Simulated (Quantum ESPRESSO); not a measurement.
Worked example: self-consistent single point of Ga3Si (Fm-3m, 4 atoms in the cell) in Quantum ESPRESSO.

Level of theory: LDA (PZ), GBRV 1.5 ultrasoft (LDA) pseudopotentials (plane waves; Quantum ESPRESSO 7.5).

The change in words: lattice scaled by 1.015. Reference geometry:
```xyz
4
Lattice="-3.3092 0.0000 3.3092 0.0000 3.3092 3.3092 -3.3092 3.3092 0.0000" Properties=species:S:1:pos:R:3 pbc="T T T"
Ga    -1.6546     1.6546     1.6546
Ga    -4.9638     4.9638     4.9638
Ga    -3.3092     3.3092     3.3092
Si     0.0000     0.0000     0.0000
```

Reference input (self-consistent single point, DFT, LDA (PZ), plane waves, GBRV 1.5 ultrasoft (LDA) pseudopotentials): ecutwfc = 50 Ry; ecutrho = 250 Ry; occupations = smearing; smearing = cold; degauss = 0.0147 Ry; potentials = {Ga: ga_lda_v1.4.uspp.F.UPF, Si: si_lda_v1.uspp.F.UPF}; K_POINTS = automatic 7 7 7 0 0 0; conv_thr = 1e-10 Ry. This run's input differs from it in these lines:

```diff
@@ -10,3 +10,3 @@
    ibrav = 2
-   celldm(1) = 12.5070578695
+   celldm(1) = 12.6946623203
    nat = 4
```

Output (repeated stretches shortened):

```
     Self-consistent Calculation

     iteration #  1     ecut=    50.00 Ry     beta= 0.70

     total energy              =   -1233.24039007 Ry
     estimated scf accuracy    <      31.24240072 Ry

     iteration #  2     ecut=    50.00 Ry     beta= 0.70

     total energy              =   -1252.28672169 Ry
     estimated scf accuracy    <      29.83718584 Ry

     iteration #  3     ecut=    50.00 Ry     beta= 0.70

     total energy              =   -1254.60623600 Ry
     estimated scf accuracy    <       2.78950839 Ry

   [... 8 blocks of this kind left out ...]

     iteration # 12     ecut=    50.00 Ry     beta= 0.70

     total energy              =   -1254.47177672 Ry
     estimated scf accuracy    <          3.7E-09 Ry

     iteration # 13     ecut=    50.00 Ry     beta= 0.70
     End of self-consistent calculation

     the Fermi energy is     9.8961 ev

!    total energy              =   -1254.47177672 Ry
     estimated scf accuracy    <          7.2E-11 Ry
     smearing contrib. (-TS)   =      -0.00080657 Ry
     internal energy E=F+TS    =   -1254.47097015 Ry

     convergence has been achieved in  13 iterations

     Forces acting on atoms (cartesian axes, Ry/au):

     atom    1 type  1   force =     0.00000000    0.00000000    0.00000000
   [... zero for the other atoms too ...]

     Total force =     0.000000     Total SCF correction =     0.000000

          total   stress  (Ry/bohr**3)                   (kbar)     P=      -73.05
  -0.00049656   0.00000000  -0.00000000          -73.05        0.00       -0.00
   0.00000000  -0.00049656  -0.00000000            0.00      -73.05       -0.00
  -0.00000000  -0.00000000  -0.00049656           -0.00       -0.00      -73.05

   JOB DONE.
```

The run converged in 13 iterations. Against the reference run the free energy goes up by 32.1 meV/atom and the pressure goes from -5.55 to -7.30 GPa.

The starting cell comes from a database of computed structures (which also holds hypothetical and non-ambient phases and stackings), without a prior relaxation at this level. For this run, on top of that: lattice scaled by 1.015.

Cost on one core of a shared machine: roughly 60 s.
